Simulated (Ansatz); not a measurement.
The starting structures come from a database of crystals and need not be the phases stable at ambient conditions.

 Where the default PAW files enter, the runs use the earlier of Ansatz's two default sets.

The decay constant κ of evanescent states in the gap governs leakage through a thin film.

```
CELL_PARAMETERS angstrom
      6.01774     0.00000     0.00000
      0.00000     6.36227     0.00000
      0.00000     2.54870     5.82946
ATOMIC_POSITIONS crystal
  K  0.26476 0.19657 0.47747
  K  0.76476 0.80343 0.52253
  K  0.26476 0.52253 0.80343
  K  0.76476 0.47747 0.19657
  Pb 0.73115 0.10033 0.89967
  Pb 0.23115 0.89967 0.10033
  O  0.99515 0.89875 0.83455
  O  0.49515 0.10125 0.16545
  O  0.99515 0.16545 0.10125
  O  0.49515 0.83455 0.89875
  O  0.12404 0.62288 0.37712
  O  0.62404 0.37712 0.62288
```

Space group of this cell: Cmc2_1. The cell is taken as given.

Transport runs along the normal of the first two printed cell vectors.

The gap is the functional's own. No spin-orbit coupling. Mid-gap values are interpolated on the energy grid.

Question: Compute, with PBEsol run with Ansatz (an electronic-structure program), the band gap and the smallest decay constant κ at mid-gap.

Answer: Gap 1.36 eV on a 6×6×6 mesh; κ = 0.251 1/Å, at the zone centre.
